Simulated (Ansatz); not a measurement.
System: F-vacancy pair (F on one host O site, one O site vacant) in polar orthorhombic HfO2 (charge state +3). Calculation: PBE, PAW (plane waves to 420 eV; Ansatz, an electronic-structure program).

96-site cell at the relaxed PBE lattice, the Γ point alone, smearing 0.01 eV, spin-restricted, no finite-size correction. Energies are static. Spin-orbit coupling is left out. The host's phase is taken as given; its stability against other phases was not computed. The charge state is imposed; whether it is stable for some Fermi level was not computed. Forms of the defect that were not tried may lie lower. The start lies 0.20 eV above the lowest site run (PBE).

Barriers: single points on a 2×2×2 k-point mesh shifted by half a step at the bands' geometries.

The step: a nearby O atom hops onto the vacant site (F-vacancy distance between ideal sites 2.55 → 3.15 Å). Atoms about the jump, Cartesian Å from the middle of the jump, before and after:

```csv
atom,x0,y0,z0,x1,y1,z1
O1,0.07,0.03,0.99,-0.07,-0.03,-0.99
Hf2,-1.47,1.51,0.37,-1.30,1.33,0.03
Hf3,1.56,-1.20,0.14,1.64,-1.17,-0.06
F4,0.50,2.17,-0.75,0.64,2.36,-0.75
O5,-2.59,0.19,1.38,-2.38,0.16,1.31
O6,-0.51,2.35,1.94,-0.44,2.12,1.76
O7,2.22,0.15,-1.30,2.56,0.30,-1.31
O8,0.59,-2.71,-0.80,0.63,-2.79,-0.76
O9,2.80,0.26,1.28,2.64,0.33,1.28
O10,-1.99,-2.06,-0.74,-2.03,-2.11,-0.72
O11,-2.66,0.30,-1.22,-2.77,0.30,-1.23
Hf12,-1.51,-1.17,2.61,-1.58,-1.23,2.71
O13,-0.56,-2.75,1.77,-0.56,-2.68,1.75
Hf14,1.21,1.26,2.54,1.35,1.51,2.79
O15,2.07,-2.11,1.90,2.01,-2.04,1.80
Hf16,-1.62,-1.19,-2.60,-1.49,-1.11,-2.49
O17,-0.09,-0.11,3.79,-0.07,-0.05,3.62
Hf18,1.26,1.32,-2.69,1.22,1.24,-2.64
```

Task: Where do these atoms stand at the saddle point, and how high is it?

Result: 
```
atom      x      y      z
----  -----  -----  -----
O1    -0.07  -0.04   0.22
Hf2   -1.44   1.41   0.27
Hf3    1.58  -1.17   0.07
F4     0.59   2.32  -0.83
O5    -2.59   0.18   1.39
O6    -0.49   2.23   1.90
O7     2.39   0.24  -1.31
O8     0.60  -2.74  -0.81
O9     2.73   0.30   1.31
O10   -2.04  -2.10  -0.76
O11   -2.71   0.28  -1.23
Hf12  -1.57  -1.22   2.66
O13   -0.57  -2.74   1.77
Hf14   1.31   1.44   2.72
O15    2.03  -2.07   1.87
Hf16  -1.61  -1.19  -2.57
O17   -0.08  -0.07   3.67
Hf18   1.27   1.32  -2.70
```
It lies 0.27 eV above the start and 0.47 eV above the end. The saddle point's order was not checked.
